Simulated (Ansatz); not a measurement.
# Al: response to strain

Base system: Al in the fcc (Cu type) structure (space group Fm-3m, No. 225; a = 3.984 Å; relaxed with 0.1 eV smearing). Axes: x, y, z lie along the cube axes.

Strains are applied to the cell and any free atomic positions relax; under biaxial strain the out-of-plane vector relaxes too.

Level of theory: LDA (Ansatz, a first-principles code, PAW, spin-orbit coupling left out).

Notes on the quantities. energy relative to the base: free energy F.

| biaxial strain, plane normal [001], relaxed out of plane (%) | energy relative to the base (meV/atom) |
|---|---|
| 0 | 0.0 |
| 0.5 | 0.2 |
| 1 | ? |
| 1.5 | 2.2 |
| 2 | 4.0 |
| 2.5 | 6.3 |
| 3 | 9.0 |

Fit ΔE = Aε² + Bε³ (ε in %) to the rows shown and predict the withheld row.

Least squares on the printed values gives A = 0.990 and B = 0.0042 meV/atom (largest residual 0.0 meV/atom); this predicts 1.0 meV/atom, and the run gives 1.0 meV/atom, in agreement.

No phonon test of stability was made.
